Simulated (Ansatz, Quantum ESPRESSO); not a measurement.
## Code comparison for YBRh₃ (Pm-3m, 5 atoms in the cell)

Zone-centre phonon calculation.

```
CELL_PARAMETERS angstrom
      4.17882     0.00000     0.00000
      0.00000     4.17882     0.00000
      0.00000     0.00000     4.17882
ATOMIC_POSITIONS crystal
  Y  0.00000 0.00000 0.00000
  B  0.50000 0.50000 0.50000
  Rh 0.00000 0.50000 0.50000
  Rh 0.50000 0.00000 0.50000
  Rh 0.50000 0.50000 0.00000
```

Shared settings, as Ansatz (a program for electronic structure) writes them: kpoints.mp_grid.grid = 7 7 7; scf.occupations.method = gaussian; scf.occupations.width = 0.136 eV. Potentials and cutoffs stand in the table.

| code | model | highest zone-centre frequency (cm⁻¹) | cutoff |
|---|---|---|---|
| Ansatz | LDA (PW92), PAW files made with PBE | 501 | default |
| Quantum ESPRESSO | LDA (PZ), GBRV 1.5 ultrasoft (LDA) pseudopotentials | 509 | 40 Ry |

On Ansatz's run: spin polarisation is off.

The spread over the programs that give each value: highest zone-centre frequency within 8.0 cm⁻¹.

The same LDA comes in different parametrisations, which differ slightly.

The starting cell comes from a database of computed structures (which also holds hypothetical and non-ambient phases and stackings), without a prior relaxation at this level.

Keys are those of Ansatz 0.2.
